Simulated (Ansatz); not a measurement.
Ag2S (Cmcm, No. 63, 6 atoms in the cell; start mp-556225; a measured phase of this formula has another space group) was calculated with LDA (Ansatz, an electronic-structure program, plane waves, PAW).

Numerical settings: plane-wave cutoff 520 eV, 10×6×8 k mesh (along the axes of the cell as run), Fermi–Dirac smearing 0.01 eV, no spin polarisation, scalar-relativistic PAW data made under PBE.

Cell (relaxed at this level):

```cif
data_Ag4S2
_chemical_formula_sum 'Ag4 S2'
_space_group_name_H-M_alt 'P 1'
_space_group_IT_number 1
_cell_length_a 4.10275
_cell_length_b 6.97148
_cell_length_c 4.10304
_cell_angle_alpha 90.000
_cell_angle_beta 111.052
_cell_angle_gamma 90.000
loop_
_space_group_symop_operation_xyz
  'x, y, z'
loop_
_atom_site_label
_atom_site_type_symbol
_atom_site_fract_x
_atom_site_fract_y
_atom_site_fract_z
_atom_site_occupancy
Ag1 Ag 0.12338 0.25000 0.87658 1
Ag2 Ag 0.87662 0.75000 0.12342 1
Ag3 Ag 0.50000 0.00000 0.50000 1
Ag4 Ag 0.50000 0.50000 0.50000 1
S1 S 0.73950 0.25000 0.26048 1
S2 S 0.26050 0.75000 0.73952 1
```

Problem. Give the computed band gap and bulk modulus.

Solution. 
* **band gap**: 0.62 eV (on the SCF k mesh)
* **bulk modulus**: 31.4 GPa

Note: the relaxation could not lower the start's symmetry, so the cell can be a saddle point above a distorted one; the bulk modulus is −V dP/dV from two relaxed cells at ±2 % in volume.

Spin–orbit coupling is not included.

A start named mp-… is a Materials Project structure, which need not be a measured phase.
